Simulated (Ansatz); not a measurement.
A computed series for GaN: response to strain

The reference is GaN in the zinc blende structure (space group F-43m, No. 216).

```xyz
2
Lattice="0.0000 2.2490 2.2490 2.2490 0.0000 2.2490 2.2490 2.2490 0.0000" Properties=species:S:1:pos:R:3 pbc="T T T"
Ga     0.0000     0.0000     0.0000
N      1.1245     1.1245     1.1245
```

Strains are applied to the cell and any free atomic positions relax.

Method: r2SCAN, PAW, 500 eV (Ansatz, a quantum-chemistry and plane-wave program; no spin-orbit coupling).

Candidates:
(a) isotropic strain +1.00 %
(b) isotropic strain +2.50 %
(c) isotropic strain +0.50 %

Base values:

```
Property    Value
--------  -------
Band gap  2.17 eV
```

Problem. Order them by band gap, highest first.

Solution. (c) isotropic strain +0.50 % (2.07 eV), (a) isotropic strain +1.00 % (1.97 eV), (b) isotropic strain +2.50 % (1.67 eV)

Stability against distortions was not tested. This is not the structure that GaN has at room temperature and ambient pressure.
